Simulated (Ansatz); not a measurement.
Take MgS in the rock salt structure (space group Fm-3m, No. 225) as the base.

```xyz
2
Lattice="0.0000 2.5646 2.5646 2.5646 0.0000 2.5646 2.5646 2.5646 0.0000" Properties=species:S:1:pos:R:3 pbc="T T T"
Mg     0.0000     0.0000     0.0000
S      2.5646     2.5646     2.5646
```

Cartesian axes are those of the cell as printed.

Method: LDA (Ansatz, a program for electronic structure), no SOC.

Base values:

* **Electron mass**: 0.53 mₑ along k, 0.28 mₑ across (at X)
* **Valence-band top at Γ**: 0.00, 0.00, 0.00 eV

Now apply this change: tensile biaxial strain of 3.00 % in the plane normal to [001], as in epitaxy on a mismatched substrate; the out-of-plane cell vector and the atoms relax.

Task: What happens to the electron mass, ratio −ε⊥/ε∥, valence-band top at Γ and energy relative to the base?

Result: The electron mass becomes 0.48 mₑ along k, 0.30 mₑ across (at X) (base: 0.53 mₑ along k, 0.28 mₑ across (at X)); the ratio −ε⊥/ε∥ amounts to 0.50; the valence-band top at Γ (three highest levels, from the VBM) changes from 0.00, 0.00, 0.00 eV to 0.00, 0.00, -0.21 eV; the energy increases by 16 meV/atom.

The levels and masses belong to the bands next to the band gap. Effective masses come from finite differences of ±0.01 Å⁻¹. Along k means along the line from Γ to the band edge. Stability against distortions was not tested.
